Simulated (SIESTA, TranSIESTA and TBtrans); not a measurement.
Junction: Fe chain with one bond stretched by 1.0 Å. Leads: straight Fe chain, spacing 2.25 Å. Geometry: as built, not relaxed. Transport runs along z; the first 6 and the last 6 of the 20 atoms are the lead cells, repeated to infinity.

```xyz
20
Lattice="9.000 0.000 0.000 0.000 9.000 0.000 0.000 0.000 46.000" Properties=species:S:1:pos:R:3 pbc="F F T"
Fe     4.500     4.500     0.000
Fe     4.500     4.500     2.250
Fe     4.500     4.500     4.500
Fe     4.500     4.500     6.750
Fe     4.500     4.500     9.000
Fe     4.500     4.500    11.250
Fe     4.500     4.500    13.500
Fe     4.500     4.500    15.750
Fe     4.500     4.500    18.000
Fe     4.500     4.500    20.250
Fe     4.500     4.500    23.500
Fe     4.500     4.500    25.750
Fe     4.500     4.500    28.000
Fe     4.500     4.500    30.250
Fe     4.500     4.500    32.500
Fe     4.500     4.500    34.750
Fe     4.500     4.500    37.000
Fe     4.500     4.500    39.250
Fe     4.500     4.500    41.500
Fe     4.500     4.500    43.750
```
Starting moments (μB): atom 7 +3.2, atom 8 +3.2, atom 9 +3.2, atom 10 +3.2, atom 11 +3.2, atom 12 +3.2, atom 13 +3.2, atom 14 +3.2; lead atoms +3.2 (left) and +3.2 (right).

Run with TranSIESTA and TBtrans (open boundaries, self-consistent; PseudoDojo norm-conserving potentials, scalar-relativistic): Spin polarized, PAO.BasisSize DZP, PAO.EnergyShift 0.15 eV, XC.Authors PBE, Mesh.Cutoff 200 Ry, ElectronicTemperature 300 K, TS.Voltage 0.0 eV, TBT.Elecs.Eta 0.001 eV.

Energies count from the leads' Fermi level. Transmissions are for each spin. The energy step is 0.01 eV; narrower resonances are cut or missed.

```tsv
E (eV)	T up	T down
-0.20	0.959	0.914
-0.15	0.959	0.924
-0.10	0.959	0.933
-0.05	0.958	0.943
0.00	0.958	0.954
0.05	0.958	0.965
0.10	0.959	0.977
0.15	0.959	0.991
0.20	0.960	1.01
```

**Question.** Give the zero-bias conductance in μS and the resistance at 300 K.

**Answer.** At the Fermi level the mean of both spins is (0.958 + 0.954)/2 = 0.956. Averaged with −∂f/∂E over the full grid (kT = 25.9 meV) it is 0.956. With G0 = 2e²/h = 77.48 μS, G = 74.1 μS and R = 1/G = 13.5 kΩ.

**Question.** The eigenchannels at the Fermi level (both spins) transmit 0.958, 0.928, 0.0112, 0.0112. What Fano factor of the shot noise follows at low temperature and bias?

**Answer.** F = Σ τ(1 − τ)/Σ τ = 0.129/1.91 = 0.07.

The magnetic order of the leads was set by the start, and no other order was tried; the separate lead runs end at 3.39 (left) and 3.39 (right) μB an atom. The straight chain is held at its spacing; free chains may zigzag or dimerise.
